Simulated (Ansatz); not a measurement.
An Ansatz (a first-principles code) run: Bi2Se3 with a change (pressure 0.7 GPa); r2SCAN+rVV10 (Ansatz, PAW, no SOC).

Input:

Ansatz 0.2 input:
```yaml
crystal:
  lattice:
    - [2.0687346009, 1.1943844788, 9.7060758904]
    - [-2.0687346009, 1.1943844788, 9.7060758904]
    - [0, -2.3887689575, 9.7060758905]
  atoms:
    - { symbol: Bi, position: [0.3996451125, 0.3996451125, 0.3996451125] }
    - { symbol: Bi, position: [0.6003548875, 0.6003548875, 0.6003548875] }
    - { symbol: Se, position: [0, 0, 0] }
    - { symbol: Se, position: [0.2136261792, 0.2136261792, 0.2136261792] }
    - { symbol: Se, position: [0.7863738208, 0.7863738208, 0.7863738208] }
basis: { ecutwfc: 500, ecutrho_ratio: 4, xc_grid: 4, fft_grid_basis: typed }
kpoints: { mp_grid: { grid: [9, 9, 9] } }
hamiltonian:
  xc: r2scan
  dispersion: rvv10
  pseudopotentials: { kind: paw }
scf: { occupations: { method: fermi_dirac, width: 0.05 } }
relax: { f_tol: 0.01, max_steps: 60, cell: { stress_tol: 0.02, p_target: 0.7 } }
output: { forces: true, stress: true }
checkpoint: { write: state.ck, write_every: 1000 }
```

Output (explanatory and most iteration lines left out):

```
Relaxation: its limit of steps is 60 (relax.max_steps)
Pseudopotential: Bi, paw, valence charge 15
Pseudopotential: Se, paw, valence charge 16
Crystal: 5 atoms, lattice volume = 143.894 Å³
Basis set: ecut = 500 eV, 3665 PW (Γ), exchange–correlation on 300×300×300 points (64 copies of the dense FFT grid, shifted against one another)
Bands: 47, of which v1, the nominal top of the filled ones, is band 39 counted from 1 (38 counted from 0)
Symmetry: 12 space group operations
Space group: R-3m (ITA 166), of the structure as read, at distance tolerance 5.2e-5 Å
k-points: 85 of 729
Functional: x = r2scan, c = r2scan + rvv10(b = 11.95, C = 0.0093); τ floored in thin density (d = 2e-4 eV/Å³)
SCF iter   1: F=—  HF=-41248.088658 eV  |F-HF|=—  |Δ(HF+E_count)|=         —  Δρ=4.05e-3  dr2=4.47e-2  dr2_τ=1.11e-2  ethr=1.77e-3  ⟨swp⟩=8.1  Hψ=16995  notcnv=0  defer=10
SCF iter   2: F=—  HF=-41248.113529 eV  |F-HF|=—  |Δ(HF+E_count)|=   2.49e-2  Δρ=2.14e-3  dr2=7.28e-3  dr2_τ=5.77e-4  ethr=5.73e-5  ⟨swp⟩=2.9  Hψ=8295  notcnv=0  defer=121
SCF 1 converged in 7 iterations: F = -41248.116875 eV  dr2 = 6.78e-8
relax step   1: F+E_penalty+E_count = -41248.11687542 eV  Δ(F+E_penalty+E_count) = +0.000e0 eV  max|allowed force component| = 1.348e-3 eV/Å  Δτ_max = 0.0000 Å  P = +0.300 GPa  Ω = 143.894 Å³  (7 SCF iters, dr2 threshold 1.00e-7 eV, accepted)
[... steps on the carried basis left out ...]
relax step   6: F+E_penalty+E_count = -41248.11197965 eV  Δ(F+E_penalty+E_count) = +1.572e-4 eV  max|allowed force component| = 3.645e-4 eV/Å  Δτ_max = 0.0000 Å  P = +0.700 GPa  Ω = 142.292 Å³  stress off target by 1.44e-3 GPa  SCF on the basis re-selected at this cell (its energy is not comparable with the rows above)  (6 SCF iters)
SCF converged after 6 iterations
Free energy (F): -41248.111980 eV
Internal energy: -41248.111960 eV  (E = F + TS)
E sigma→0 (E₀):  -41248.111970 eV
Entropy (-TS):   -0.000020 eV (-0.004 meV/atom)
Fermi energy:    9.084289 eV
--- Forces (eV/Å), atoms counted from 1 ---
  atom   1  Bi     0.00000000     0.00000000     0.00036446
  atom   2  Bi    -0.00000000    -0.00000000    -0.00036446
  atom   3  Se     0.00000000     0.00000000    -0.00000000
  atom   4  Se     0.00000000    -0.00000000    -0.00014063
  atom   5  Se     0.00000000     0.00000000     0.00014063
--- Stress (GPa, compression-positive) ---
        0.699653       0.000000       0.000000
        0.000000       0.699653       0.000000
        0.000000       0.000000       0.701444
  P = ⅓ Tr σ = 0.7002 GPa (7.002 kbar)
--- Relaxed structure (5 steps of the walk, 5 accepted, 1 SCFs on fresh bases) ---
  cell:  # Å, volume = 142.2922 Å³
    - [2.0649919704976822, 1.1922236701922133, 9.632824824351976]
    - [-2.0649919704976822, 1.1922236701922133, 9.632824824351976]
    - [3.391683166341532e-33, -2.384447339931546, 9.632824824408026]
  atoms:
    - { symbol: Bi, position: [0.4000008486217639, 0.4000008486217639, 0.4000008486217639] }
    - { symbol: Bi, position: [0.5999991513782361, 0.5999991513782361, 0.5999991513782361] }
    - { symbol: Se, position: [2.0851310851353617e-20, 2.0851310851353626e-20, 2.0851310848996288e-20] }
    - { symbol: Se, position: [0.21283749072595864, 0.21283749072595864, 0.21283749072595862] }
    - { symbol: Se, position: [0.7871625092740411, 0.7871625092740411, 0.7871625092740411] }
```

Spin-orbit coupling, missing from the scalar runs, can matter with Bi. Load acts through the strain it causes; cell and atoms are relaxed under it. Whether these cells are dynamically stable was not tested. The cell was made from Bi2Se3 in the Bi2Te3 type structure (space group R-3m, No. 166) by this change: pressure 0.7 GPa.
